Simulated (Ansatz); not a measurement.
# Step by step: reaction energy

Consider the reaction energy. Reaction: NaI (rock salt) + CH3Cl (gas) → NaCl (rock salt) + CH3I (gas). Negative: the products are lower in energy.

NaCl (rock salt, Fm-3m), 2 atoms in the cell. Conventional cell: a = b = c = 5.6925 Å, α = β = γ = 90.00°.

NaI (rock salt, Fm-3m), 2 atoms in the cell. Conventional cell: a = 6.526 Å, b = 6.526 Å, c = 6.526 Å, α = 90.00°, β = 90.00°, γ = 90.00°.

Method: Ansatz (a quantum-chemistry and plane-wave program), PAW, neutral cells at 0 K with nuclei at rest, on structures from PBE. Ansatz runs with its PAW set soft_1. Other levels take these structures. The lattices are those relaxed with PBE, so at other levels the solids can be strained. A dispersion term (D3(BJ), or D4 for r2SCAN) was computed beside these levels and is taken off wherever the name lacks it. Space groups of crystals are read within 0.01 Å. The runs are scalar-relativistic, without spin-orbit coupling.

Total energies of the cells in eV, at zero smearing width. They compare only within one column; the weights balance every element.

```tsv
cell	atoms	weight	r2SCAN
NaCl (rock salt)	2	+1	-2576.32409
NaI (rock salt)	2	−1	-9019.69706
CH3I (gas)	5	+1	-7827.94363
CH3Cl (gas)	5	−1	-1384.27596
```

r2SCAN: (-2576.32409) − (-9019.69706) + (-7827.94363) − (-1384.27596) = -0.295 eV.

What follows from the r2SCAN value: Per mole of the reaction as written, -0.295 eV × 96.485 = -28.5 kJ.
